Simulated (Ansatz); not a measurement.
# A computed series for SnO2: response to strain

The reference is SnO2 in the rutile structure (space group P4_2/mnm, No. 136; a = 4.722 Å, c = 3.190 Å). Axes: x, y, z lie along a, b, c of the conventional cell.

Strains are applied to the cell and any free atomic positions relax.

All numbers come from plane-wave PAW DFT at the LDA level (Ansatz, an electronic-structure program, 420 eV), spin-orbit coupling left out.

Candidates:
(a) uniaxial strain ε_xx = −1.80 %
(b) uniaxial strain ε_xx = −2.40 %
(c) uniaxial strain ε_xx = −3.00 %
(d) uniaxial strain ε_xx = −0.60 %

Base values:

| Item | Value |
|---|---|
| Band gap | 1.16 eV |

**Question.** Order them by band gap, lowest first.

**Answer.** (d) uniaxial strain ε_xx = −0.60 % (1.22 eV), (a) uniaxial strain ε_xx = −1.80 % (1.36 eV), (b) uniaxial strain ε_xx = −2.40 % (1.43 eV), (c) uniaxial strain ε_xx = −3.00 % (1.51 eV)

Stability against distortions was not tested.
